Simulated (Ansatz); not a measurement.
# Hypothetical diamond Nb, response to strain

Consider Nb in the diamond structure (space group Fd-3m, No. 227; a = 5.914 Å; a hypothetical phase, not in the database extracts checked; relaxed with 0.1 eV smearing). Axes: x, y, z lie along the cube axes.

Strains are applied to the cell and any free atomic positions relax; under biaxial strain the out-of-plane vector relaxes too.

The values are results of PBE, PAW, 420 eV (Ansatz, a program for electronic structure; no SOC), not measurements.

Notes on the quantities. energy relative to the base: free energy F; pressure: mean of the normal stresses, compression positive.

| case | energy relative to the base | pressure | space group | volume per atom |
|---|---|---|---|---|
| base | 0 meV/atom | 0.0 GPa | Fd-3m (No. 227) | 25.86 Å³ |
| biaxial strain +1.08 %, plane normal [111], relaxed out of plane | -2.312 eV/atom | 17.5 GPa | R-3m (No. 166) | 16.86 Å³ |
| isotropic strain −0.75 % | +2.7 meV/atom | 1.6 GPa | Fd-3m (No. 227) | 25.28 Å³ |
| uniaxial strain ε_xx = +0.67 % | 0.0 meV/atom | -0.4 GPa | I4_1/amd (No. 141) | 26.03 Å³ |
| tensor shear ε_xz = −2.98 % | -184 meV/atom | -0.6 GPa | Imma (No. 74) | 25.84 Å³ |

Stability against distortions was not tested. The final runs are not spin-polarised. Under biaxial strain +1.08 %, plane normal [111], relaxed out of plane and tensor shear ε_xz = −2.98 % the cell ends below the base's energy or with stress of the wrong sign: the atoms slid into a distortion or the cell is elastically unstable, so the base is not a stable minimum at this level. Nb has a high density of states at the Fermi level and may be magnetic at this level.
